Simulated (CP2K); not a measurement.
Worked example: self-consistent single point of CaC₂ (P1, 3 atoms in the cell) in CP2K.

Method of the run: BLYP, GPW, DZVP-MOLOPT-SR-GTH basis, GTH-BLYP potentials (GTH_POTENTIALS) in CP2K.

```
CELL_PARAMETERS angstrom
      3.53790     0.00000     0.00000
      0.19127     3.53272     0.00000
      0.19127     0.18120     3.52807
ATOMIC_POSITIONS crystal
  Ca 0.00686 0.99702 0.01078
  C  0.59043 0.58310 0.60568
  C  0.40271 0.41987 0.38354
```

Reference input (self-consistent single point, DFT PBEsol, GPW, DZVP-MOLOPT-SR-GTH basis, GTH-PBE potentials (GTH_POTENTIALS)): CUTOFF = 500 Ry; REL_CUTOFF = 50 Ry; KPOINTS/SCHEME = MONKHORST-PACK 8 8 8; XC_FUNCTIONAL = PBE:PBESOL; Ca/BASIS_SET = DZVP-MOLOPT-SR-GTH-q10; Ca/POTENTIAL = GTH-PBE-q10; C/BASIS_SET = DZVP-MOLOPT-SR-GTH-q4; C/POTENTIAL = GTH-PBE-q4; METHOD = GPW; EPS_DEFAULT = 1e-10; NGRIDS = 5; SCF_GUESS = ATOMIC. This run's input differs from it in these lines:

```diff
@@ -39,6 +39,3 @@
     &XC
-      &XC_FUNCTIONAL
-        &PBE
-          PARAMETRIZATION PBESOL
-        &END PBE
+      &XC_FUNCTIONAL BLYP
       &END XC_FUNCTIONAL
@@ -74,3 +71,3 @@
       BASIS_SET DZVP-MOLOPT-SR-GTH-q10
-      POTENTIAL GTH-PBE-q10
+      POTENTIAL GTH-BLYP-q10
     &END KIND
@@ -78,3 +75,3 @@
       BASIS_SET DZVP-MOLOPT-SR-GTH-q4
-      POTENTIAL GTH-PBE-q4
+      POTENTIAL GTH-BLYP-q4
     &END KIND
```

The program printed (abridged):

```
 SCF WAVEFUNCTION OPTIMIZATION

  Step     Update method      Time    Convergence         Total energy    Change
     1 NoMix/Diag. 0.40E+00      -     1.91224957       -47.9619055412 -4.80E+01
     2 Broy./Diag. 0.40E+00      -     0.03203705       -47.1374015244  8.25E-01
     3 Broy./Diag. 0.40E+00      -     0.06278272       -47.6970158331 -5.60E-01
     4 Broy./Diag. 0.40E+00      -     0.00720331       -47.9780587618 -2.81E-01
     5 Broy./Diag. 0.40E+00      -     0.00239756       -47.9682870264  9.77E-03
     6 Broy./Diag. 0.40E+00      -     0.00199640       -47.9853534214 -1.71E-02
   [... 8 lines left out ...]
    15 Broy./Diag. 0.40E+00      -     0.00000260       -47.9802798561 -1.09E-05
    16 Broy./Diag. 0.40E+00      -     0.00000038       -47.9802855955 -5.74E-06
    17 Broy./Diag. 0.40E+00      -     0.00000016       -47.9802873037 -1.71E-06
    18 Broy./Diag. 0.40E+00      -     0.00000003       -47.9802877213 -4.18E-07
  *** SCF run converged in    18 steps ***

  Overlap energy of the core charge distribution:               0.00000641633316
  Self energy of the core charge distribution:                -99.03397600621270
  Core Hamiltonian energy:                                     25.27697781191264
  Hartree energy:                                              34.31833310182411
  Exchange-correlation energy:                                 -8.54162904520068

  Total energy:                                               -47.98028772134346

 ENERGY| Total FORCE_EVAL ( QS ) energy [hartree]            -47.980287212181679

 FORCES| Atomic forces [hartree/bohr]
 FORCES|   Atom     x               y               z               |f|
 FORCES|      1 -2.45203038E-03 -1.74149741E-03 -2.18820702E-03   3.71934351E-03
   [... lines left out ...]

 STRESS| Analytical stress tensor [bar]
 STRESS|                        x                   y                   z
 STRESS|      x        3.55334103145E+04   1.50020647430E+04   1.28156755179E+04
 STRESS|      y        1.50020647430E+04   8.63585581677E+03   1.30817472742E+04
 STRESS|      z        1.28156755179E+04   1.30817472742E+04   6.54016445369E+04
 STRESS| 1/3 Trace                                             3.65236368894E+04
```

The run converged in 18 iterations. Against the reference run the pressure goes from 0.36 to 3.65 GPa, the largest force goes from 2.725 to 1.787 eV/Å and the gap on the mesh goes from 1.659 to 1.882 eV.

The starting cell comes from a database of computed structures (which also holds hypothetical and non-ambient phases and stackings), without a prior relaxation at this level. Its atoms were displaced at random from the sites of space group no. 166. Values carry the incompleteness of an atom-centred basis. With a pressure of about 4 GPa the cell is away from its equilibrium volume at this level. Forces in this geometry exceed 1 eV/Å.

Cost on one core of a shared machine: roughly 50 s.
